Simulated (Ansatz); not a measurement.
Base system: CeO2 in the CdI2 type structure (space group P-3m1, No. 164; a = 3.5949 Å, c = 4.4067 Å; a hypothetical phase, not in the database extracts checked).

Level of theory: plane-wave PAW DFT at the r2SCAN+rVV10 level (Ansatz, an electronic-structure program, 500 eV), spin-orbit coupling left out, earlier PAW set.

Before the change:

```
Property                 Result
-------------------  ----------
Band gap                2.48 eV
Density              5.80 g/cm³
Smallest direct gap     2.63 eV
```

The change: cell and atoms relaxed at a pressure of 1.5 GPa.

Task: What does the calculation give for the band gap, density and smallest direct gap after the change?

Result: The band gap falls by 0.07 eV (2.48 eV → 2.41 eV); the density increases by 0.298 g/cm³, from 5.80 g/cm³ to 6.09 g/cm³; the smallest direct gap shrinks by 0.07 eV, from 2.63 eV to 2.56 eV.

Load acts through the strain it causes; cell and atoms are relaxed under it. Whether these cells are dynamically stable was not tested. Seeded moments were not kept for the base. The final runs are not spin-polarised.
